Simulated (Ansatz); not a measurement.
## Effective masses and thermopower of CdSe under load (space group F-43m)

Given:

```xyz
2
Lattice="0.0000 3.0306 3.0306 3.0306 0.0000 3.0306 3.0306 3.0306 0.0000" Properties=species:S:1:pos:R:3 pbc="T T T"
Cd     0.0000     0.0000     0.0000
Se     4.5459     4.5459     4.5459
```

Computed with r2SCAN with spin-orbit coupling, rigid bands (plane waves, PAW; Ansatz, a first-principles code). Condition of this run: hydrostatic pressure 2 GPa (the target of the relaxation). Cell: cell and atoms relaxed with r2SCAN, then loaded as said.

```yaml
band_gap: 1.00 eV
electron conductivity mass (300 K, dilute): 0.107 mₑ
hole conductivity mass (300 K, dilute): 0.75 mₑ
effective density of states N_c (300 K): 8.3e17 cm⁻³
effective density of states N_v (300 K): 2.9e19 cm⁻³
density_of_states_mass_electrons: 0.103 mₑ
density_of_states_mass_holes: 1.11 mₑ
Seebeck coefficient, n-type 1e19 cm⁻³, 300 K: -68 μV/K
best n-type power factor at 300 K for τ = 10 fs (best axis; densities from 1e16 to 1e21 cm⁻³ tried, whether or not they can be reached): 1.22 μW/(cm·K²) at 3e18 cm⁻³
Seebeck coefficient, p-type 1e19 cm⁻³, 300 K: 310 μV/K
```

Rigid bands; masses and Seebeck coefficients take one relaxation time τ for all states and one kind of carrier; polarons and phonon drag are left out.
